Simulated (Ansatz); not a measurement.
# GaAs: isotropic strain −0.91 %

Base system: GaAs in the zinc blende structure (space group F-43m, No. 216; a = 5.6667 Å).

Now apply this change: the cell is scaled by 0.9909 in all directions; the atoms relax in the strained cell.

Level of theory: r2SCAN in Ansatz (plane waves to 500 eV, PAW, scalar-relativistic without spin-orbit coupling). k-mesh 10×10×10 (Γ-centred); smearing 0.05 eV (Fermi–Dirac).

- Volume per atom = 22.13 Å³ (base 22.75 Å³)
- Shortest interatomic distance = 2.431 Å (base 2.454 Å)
- Energy relative to the base (free energy F) = +4.0 meV/atom
- Band gap = 1.18 eV (base 0.96 eV)
- Gap character = direct at Γ (base direct at Γ)
- Mean gap deformation potential ΔEg/Δln V = -8.1 eV
- Electron mass = 0.061 mₑ (at Γ) (base 0.051 mₑ (at Γ))
- Valley order (the lowest conduction-band minima on the path, energy above the VBM, named in the base's zone) = Γ 1.18 eV; L along ⟨111⟩ 1.44 eV; a point along ⟨100⟩, about 1.0 Å⁻¹ from Γ 1.68 eV (base Γ 0.96 eV; L along ⟨111⟩ 1.35 eV; a point along ⟨100⟩, about 1.0 Å⁻¹ from Γ 1.72 eV)

Effective masses come from finite differences of ±0.01 Å⁻¹. Stability against distortions was not tested.

Ansatz is an electronic-structure program.
